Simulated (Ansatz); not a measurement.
Start from NaI in the rock salt structure (space group Fm-3m, No. 225; a = 6.4021 Å).

Calculations: Ansatz (a quantum-chemistry and plane-wave program) PBEsol, no spin-orbit coupling.

For the base:

| Quantity | Value |
|---|---|
| Width of the top valence band | 1.00 eV |
| Hole mass | 0.36, 1.5, 1.5 mₑ (at Γ) |

Now apply this change: every lattice vector is stretched by 3.00 %, atoms relaxed at fixed cell.

Task: Estimate the effect on the width of the top valence band and hole mass.

Result: The width of the top valence band shrinks by 0.15 eV, from 1.00 eV to 0.85 eV; the hole mass (degenerate bands, along [100]) changes from 0.36, 1.5, 1.5 mₑ (at Γ) to 0.39, 1.7, 1.7 mₑ (at Γ).

With I present, leaving out spin-orbit coupling can change the band edges. The levels and masses belong to the bands next to the band gap. The cells carry an imposed strain or load. Masses are band curvatures over ±0.01 Å⁻¹ around the edge. Stability against distortions was not tested.
